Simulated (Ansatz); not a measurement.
# A computed series for YN: pressure series

Start from YN in the rock salt structure (space group Fm-3m, No. 225; a = 4.896 Å).

Cell and atoms are relaxed at each pressure.

Method: Ansatz (a program for electronic structure) r2SCAN, no spin-orbit coupling.

Task: Only one of these has no band gap. Which?
(A) pressure −1 GPa
(B) pressure 75 GPa
(C) pressure 15 GPa
(D) pressure 30 GPa
(E) pressure 7 GPa

Result: B, pressure 75 GPa. Computed: pressure −1 GPa: 0.59 eV; pressure 15 GPa: 0.44 eV; pressure 30 GPa: 0.31 eV; pressure 7 GPa: 0.51 eV; pressure 75 GPa: zero

The mesh was chosen for an insulator and is coarse for the gapless case. Load acts through the strain it causes; cell and atoms are relaxed under it. Stability against distortions was not tested. Competing high-pressure phases were not computed. The final runs are not spin-polarised. The zero or small gap of YN under pressure 75 GPa can change with the level of theory.
